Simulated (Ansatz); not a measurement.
Results of PBEsol (plane waves, PAW; Ansatz, a first-principles code) for SnS₂ (model structure, started from the 3R-MoS2 type, R3m, No. 160, 3 atoms in the cell).

Run with plane-wave cutoff 500 eV, 14×14×14 k mesh, Fermi–Dirac smearing 0.05 eV, scalar-relativistic PAW data made under PBE.

Cell (relaxed at this level):

```cif
data_S6Sn3
_chemical_formula_sum 'Sn3 S6'
_space_group_name_H-M_alt 'R3m :H'
_space_group_IT_number 160
_space_group_name_Hall 'R 3 -2"'
_cell_length_a 3.58157
_cell_length_b 3.58157
_cell_length_c 17.55654
_cell_angle_alpha 90.000
_cell_angle_beta 90.000
_cell_angle_gamma 120.000
loop_
_atom_site_label
_atom_site_type_symbol
_atom_site_symmetry_multiplicity
_atom_site_Wyckoff_symbol
_atom_site_fract_x
_atom_site_fract_y
_atom_site_fract_z
_atom_site_occupancy
Sn1 Sn 3 a 0.00000 0.00000 0.99994 1
S1 S 3 a 0.00000 0.00000 0.24183 1
S2 S 3 a 0.00000 0.00000 0.42493 1
```
(The calculation used a cell of 3 atoms; values per cell refer to that cell.)

Task: Predict the band gap.

Result: 
* **band gap**: 0.17 eV (on the SCF k mesh)

Note: the relaxation could raise the start's symmetry but not lower it, so the cell can be a saddle point.

Spin–orbit coupling is not included.

Static lattice: no zero-point or thermal effects.

Cost on a shared machine: about 2.9 core-minutes (a rough figure).

A model structure was made by putting elements into a prototype or built by hand; it is no filed structure, need not be a known phase, and can be a saddle point held by its symmetry.
